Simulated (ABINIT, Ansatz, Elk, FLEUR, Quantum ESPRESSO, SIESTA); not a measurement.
One structure in several programs: BAs (F-43m, 2 atoms in the cell)

Self-consistent single point.

```
BAs
1.0
    0.00000     2.39000     2.39000
    2.39000     0.00000     2.39000
    2.39000     2.39000     0.00000
B As
1 1
Cartesian
  0.00000   0.00000   0.00000
  1.19500   1.19500   1.19500
```

Shared settings, as Ansatz (a program for electronic structure) writes them: kpoints.mp_grid.grid = 8 8 8; magnetization.spin_orbit = true; scf.occupations.method = fermi_dirac; scf.occupations.width = 0.05 eV. Potentials and cutoffs stand in the table.

| code | model | pressure (GPa) | gap on the mesh (eV) | cutoff |
|---|---|---|---|---|
| Quantum ESPRESSO | PBE, spin-orbit coupling, PseudoDojo fully relativistic norm-conserving (PBE) pseudopotentials | 2.52 | 1.145 | 85 Ry |
| Ansatz | PBE with spin-orbit coupling, default PAW files | 2.39 | – | default |
| SIESTA | GGA PBE with spin-orbit coupling, numerical atomic orbitals TZP, PseudoDojo PBE fully relativistic norm-conserving potentials (rewritten from UPF to PSML) | – | 1.354 | grid 400 Ry |
| FLEUR | PBE, all-electron FLAPW (FLEUR), scalar-relativistic valence with spin-orbit coupling in second variation | – | 1.162 | Kmax 4.6 1/bohr |
| ABINIT | PBE, spin-orbit coupling, PAW (JTH v2.0 PBE PAW) | 2.48 | 1.132 | 40 Ry |
| Elk | PBE, spin-orbit coupling in second variation, all-electron FP-LAPW, Elk's shipped species files, default APW+lo basis | – | 1.138 | default |

A dash marks a value that a program does not give, or that is left out as unsure.

No gap is tabulated for Ansatz: it is not read from that output, or partly filled or unconverged empty levels leave it unsure.

Gaps are read on the mesh.

The spread over the programs that give each value: pressure within 0.13 GPa; gap on the mesh within 0.222 eV.

SIESTA uses small atom-centred bases, whose incompleteness enters pressures, forces and empty levels differently from a plane-wave cutoff. FLEUR and Elk treat all electrons, but the usual bases taken here (sphere radii, linearisation, local orbitals, empty states) were not tested for convergence, so the values are no reference for the others. In the gap, SIESTA (by 0.216) lies more than 0.12 eV from the median of the plane-wave programs.

The starting cell has typed, rounded lattice constants, without a prior relaxation at this level.

Keys are those of Ansatz 0.2.
